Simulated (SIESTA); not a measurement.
Worked example: self-consistent single point of a sheet of PtS2 (3 atoms in the cell) in SIESTA

Level of theory: SIESTA with GGA PBE, numerical atomic orbitals DZP, PseudoDojo PBE standard norm-conserving potentials (rewritten from UPF to PSML).

This input was run:

```
# files in the folder: Pt.psml S.psml (PseudoDojo PBE standard)
SystemName  PtS2
SystemLabel siesta

NumberOfAtoms                3
NumberOfSpecies              2
%block ChemicalSpeciesLabel
  1 78 Pt
  2 16 S
%endblock ChemicalSpeciesLabel
LatticeConstant              1.0 Ang
%block LatticeVectors
     3.354025000    0.000000000    0.000000000
    -1.677013000    2.904671000    0.000000000
     0.000000000    0.000000000   16.792624000
%endblock LatticeVectors
AtomicCoordinatesFormat      Ang
%block AtomicCoordinatesAndAtomicSpecies
     0.000000000    0.000000000    8.396312000  1
    -0.000002010    1.936448302    9.792618686  2
     1.677014010    0.968222698    7.000005314  2
%endblock AtomicCoordinatesAndAtomicSpecies

XC.functional                GGA
XC.authors                   PBE
PAO.BasisSize                DZP
PAO.EnergyShift              0.005 Ry
MeshCutoff                   300 Ry
%block kgrid.MonkhorstPack
   11   0   0  0.0
    0  11   0  0.0
    0   0   1  0.0
%endblock kgrid.MonkhorstPack
OccupationFunction           FD
ElectronicTemperature        1160.45 K

MaxSCFIterations             150
SCF.Mixer.Method             Pulay
SCF.Mixer.Weight             0.1
SCF.Mixer.History            8
SCF.DM.Tolerance             1.0E-05
Diag.ParallelOverK           true
WriteForces                  true
Charge.Mulliken              end
```

The program printed (abridged):

```
reinit: Reading from file input.fdf

reinit: System Name: PtS2
reinit: System Label: siesta

coor:   Atomic-coordinates input format  =     Cartesian coordinates
coor:                                          (in Angstroms)

siesta: Atomic coordinates (Bohr) and species
siesta:      0.00000   0.00000  15.86673  1        1
siesta:     -0.00000   3.65936  18.50537  2        2
siesta:      3.16910   1.82968  13.22809  2        3

siesta: System type = slab

initatomlists: Number of atoms, orbitals, and projectors:      3    45    68

siesta: ******************** Simulation parameters ****************************
redata: Spin configuration                          = none
redata: Time-Reversal Symmetry                      = T
redata: Number of Atomic Species                    =        2
redata: Mesh Cutoff                                 =   300.0000 Ry
redata: Net charge of the system                    =     0.0000 |e|
redata: Min. number of SCF Iter                     =        0
redata: Max. number of SCF Iter                     =      150
redata: SCF convergence failure will abort job
redata: SCF mix quantity                            = Hamiltonian
redata: Mix DM or H after convergence               =   F
redata: Recompute H after scf cycle                 =   F
redata: Mix DM in first SCF step                    =   T
redata: No kicks to SCF
redata: DM Mixing Weight for Kicks                  =     0.5000
redata: Require Harris convergence for SCF          =   F
redata: Harris energy tolerance for SCF             =     0.000100 eV
redata: Require DM convergence for SCF              =   T
redata: DM tolerance for SCF                        =     0.000010
redata: Require EDM convergence for SCF             =   F
redata: EDM tolerance for SCF                       =     0.001000 eV
redata: Require H convergence for SCF               =   T
redata: Hamiltonian tolerance for SCF               =     0.001000 eV
   [... lines left out ...]
diag: Parallel distribution                         =     1 x     1
diag: Used triangular part                          = Lower
diag: Absolute tolerance                            =  0.100E-15
diag: Orthogonalization factor                      =  0.100E-05
diag: Memory factor                                 =  1.0000

superc: Internal auxiliary supercell:     7 x     7 x     1  =      49
superc: Number of atoms, orbitals, and projectors:    147   2205   3332

                        Single-point calculation

superc: Internal auxiliary supercell:     7 x     7 x     1  =      49
superc: Number of atoms, orbitals, and projectors:    147   2205   3332

outcell: Unit cell vectors (Ang):
        3.354025    0.000000    0.000000
       -1.677013    2.904671    0.000000
        0.000000    0.000000   16.792624

outcell: Cell vector modules (Ang)   :    3.354025    3.354025   16.792624
outcell: Cell angles (23,13,12) (deg):     90.0000     90.0000    120.0000
outcell: Cell volume (Ang**3)        :    163.5994
new_DM -- step:     1
Initializing Density Matrix...

Attempting to read DM from file... Failed...
DM filled with atomic data:

InitMesh: MESH = 32 x 32 x 180 = 184320
InitMesh: Mesh cutoff (required, used) =   300.000   317.548 Ry

stepf: Fermi-Dirac step function
        iscf     Eharris(eV)        E_KS(eV)     FreeEng(eV)     dDmax    Ef(eV) dHmax(eV)
   scf:    1    -4090.970646    -4134.778180    -4134.779877  0.804924 -2.172489 30.010310
   scf:    2    -4156.204635    -4147.093070    -4147.093287  0.306904 -3.623235 15.457771
   scf:    3    -4152.761372    -4151.485576    -4151.485994  0.325381 -4.589937  1.085315
   scf:    4    -4151.667758    -4151.595673    -4151.596283  0.088346 -4.545325  0.295730
   scf:    5    -4151.591949    -4151.602277    -4151.603011  0.065158 -4.510834  0.300816
   scf:    6    -4151.610602    -4151.609320    -4151.609958  0.016167 -4.610699  0.070988
   scf:    7    -4151.609320    -4151.609489    -4151.610156  0.005669 -4.588457  0.046020
   scf:    8    -4151.609603    -4151.609580    -4151.610241  0.002777 -4.589140  0.003073
   scf:    9    -4151.609579    -4151.609580    -4151.610240  0.000162 -4.589158  0.006421
   scf:   10    -4151.609579    -4151.609580    -4151.610242  0.000252 -4.588755  0.000267
   scf:   11    -4151.609580    -4151.609580    -4151.610242  0.000008 -4.588765  0.000101
SCF Convergence by DM+H criterion
max |DM_out - DM_in|         :     0.0000075045
max |H_out - H_in|      (eV) :     0.0001010257
SCF cycle converged after 11 iterations

Using DM_out to compute the final energy and forces

siesta: E_KS(eV) =            -4151.6096

siesta: E_KS - E_eggbox =     -4151.6096

siesta: Atomic forces (eV/Ang):
     1   -0.000000    0.000000   -0.000000
     2   -0.000023    0.000012   -0.048692
     3    0.000023   -0.000012    0.048692
   Tot   -0.000000    0.000000   -0.000000
   Max    0.048692
   Res    0.022953    sqrt( Sum f_i^2 / 3N )
   Max    0.048692    constrained

Stress tensor Voigt[x,y,z,yz,xz,xy] (kbar):      -44.49      -44.47        1.26       -0.00        0.00        0.01
(Free)E + p*V (eV/cell)    -4148.6254
Target enthalpy (eV/cell)    -4151.6102

siesta: Program's energy decomposition (eV):
siesta: Ebs     =      -790.067267
siesta: Eions   =      5959.463288
siesta: Ena     =      1064.692570
siesta: Ekin    =      1222.878444
siesta: Enl     =       299.885486
siesta: Eso     =         0.000000
siesta: Edftu   =         0.000000
siesta: DEna    =        36.122472
siesta: DUscf   =         1.524413
siesta: DUext   =         0.000000
siesta: Ex      =      -762.384809
siesta: Ec      =       -54.864869
siesta: Exc     =      -817.249678
siesta: Eharris =     -4151.609580
siesta: Etot    =     -4151.609580
siesta: FreeEng =     -4151.610242

siesta: Atomic forces (eV/Ang):
siesta:      1   -0.000000    0.000000   -0.000000
siesta:      2   -0.000023    0.000012   -0.048692
siesta:      3    0.000023   -0.000012    0.048692
siesta: ----------------------------------------
siesta:    Tot   -0.000000    0.000000   -0.000000

siesta: Stress tensor (static) (eV/Ang**3):
siesta:    -0.027766    0.000009    0.000000
siesta:     0.000009   -0.027756   -0.000000
siesta:     0.000000   -0.000000    0.000787

siesta: Cell volume =        163.599438 Ang**3

siesta: Pressure (static):
siesta:                Solid            Molecule  Units
siesta:           0.00019871          0.00020173  Ry/Bohr**3
siesta:           0.01824490          0.01852185  eV/Ang**3
siesta:          29.23154976         29.67527065  kBar

mulliken: Atomic and Orbital Populations:

Species: Pt
Atom  Qatom  Qorb
               5s      6s      6s      5py     5pz     5px     6py     6pz
               6px     5dxy    5dyz    5dz2    5dxz    5dx2-y2 5dxy    5dyz
               5dz2    5dxz    5dx2-y2
   1 18.055   1.988   0.889  -0.148   1.989   1.988   1.989   0.319   0.366
              0.319   1.662   1.362   1.809   1.362   1.662   0.075   0.126

              0.098   0.126   0.075

Species: S
Atom  Qatom  Qorb
               3s      3s      3py     3pz     3px     3py     3pz     3px
               3Pdxy   3Pdyz   3Pdz2   3Pdxz   3Pdx2-y2
   2  5.972   1.624   0.124   1.146   1.472   1.146   0.142  -0.022   0.142
              0.041   0.041   0.036   0.041   0.041
   3  5.972   1.624   0.124   1.146   1.472   1.146   0.142  -0.022   0.142
              0.041   0.041   0.036   0.041   0.041

mulliken: Qtot =       30.000

Mulliken Atomic Populations:
Atom #   charge [q] valence [e]  Species
     1    -0.055296   18.055296  Pt
     2     0.027648    5.972352  S
     3     0.027648    5.972352  S
 Total    -0.000000

siesta: Electric dipole (a.u.)  =   -0.000000   -0.000000   -0.000000
siesta: Electric dipole (Debye) =   -0.000000   -0.000000   -0.000000
```

The run converged in 11 iterations.

The starting cell was generated: these elements placed on a structure prototype, without a prior relaxation; it need not be a known phase or ordering of this composition. Its lattice was rescaled in the plane by a random factor within 2.5 % of one. Values carry the incompleteness of an atom-centred basis.
